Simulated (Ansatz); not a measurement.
**Defect calculation: Fe on the Nb site (Fe_Nb) in ferroelectric LiNbO3**

These are PBE, PAW (plane waves to 420 eV; Ansatz, a quantum-chemistry and plane-wave program) values and carry that method's errors. Cell: 120 sites, 2×2×1 repeats of a cell of 30 atoms; final energies on a 2×2×2 Γ-centred mesh. Site at the start: the Nb site. Charged cells carry a point-charge image correction with potential alignment at far atoms. Dielectric constants: PBE linear response of the host. Host gap at this level: 3.53 eV. Finite-size and sampling errors can reach tenths of an eV here. PBE underestimates the host's gap, which shifts levels and can delocalise carriers. Spin–orbit coupling is left out, and no Hubbard U is applied to the open shells. Each state is the lowest found from its start.

Charges with a result: +1, 0, −1, −2. Others weren't obtained, and one of them could lie lower, also by skipping a charge.

| charge | moment (μB) | point group | largest move off a lattice site (Å) | image correction with alignment (eV) | above the lowest spin state (eV) |
|---|---|---|---|---|---|
| +1 | 2.0 | C1 | 0.24 | -0.09 | 0.00 |
| 0 | 3.0 | C3 | 0.13 | 0.00 | 0.00 |
| 0 | 3.0 | C3 | 0.13 | 0.00 | 0.00 |
| −1 | 4.0 | C1 | 0.15 | 0.13 | 0.00 |
| −2 | 5.0 | C3 | 0.19 | 0.28 | 0.00 |
| −2 | 1.0 | C3 | 0.15 | 0.28 | 0.80 |

Point groups are those of the whole cell at tolerances of 0.03 and 0.1 Å ("near" where only the looser one holds); none is given for unsettled states.

Starting moments that weren't kept: charge 0 began with 1 μB and ended with 3.0.

Transition levels above the valence-band maximum: ε(+1/0) = 0.27 eV; ε(0/−1) = 1.63 eV; ε(−1/−2) = 1.58 eV. On the lower envelope of the bound states, inside the gap: (+1/0) at 0.27 eV; (0/−2) at 1.61 eV; the others aren't thermodynamic.

Flagged in the runs: a host whose relaxation on this sampling wasn't shown to rest, a strain field that reaches the edge of the cell.

All states together cost very roughly 26 core-hours.
